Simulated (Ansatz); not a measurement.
Crystal: BN (F-43m, zinc blende, 2 atoms a cell, 6.0 Å³ an atom, -5 GPa at this level); planes in its conventional cell.

Method: r2SCAN (plane waves, PAW; Ansatz, a program for electronic structure).

The gap is the functional's own, uncorrected, and κ follows it; spin-orbit coupling is left out. Mid-gap values are interpolated between the computed energies.

| plane | area of the cell (Å²) | mid-gap κ (1/Å) | largest κ in the gap (1/Å) |
|---|---|---|---|
| (001) | 6.6 | 0.40 | 0.43 |
| (110) | 9.3 | ___ | ___ |
| (111) | 5.7 | ___ | ___ |

The slowest decay depends on the direction. Supply the withheld values.


- (110), mid-gap κ (1/Å): 0.35
- (110), largest κ in the gap (1/Å): 0.35
- (111), mid-gap κ (1/Å): 0.34
- (111), largest κ in the gap (1/Å): 0.37
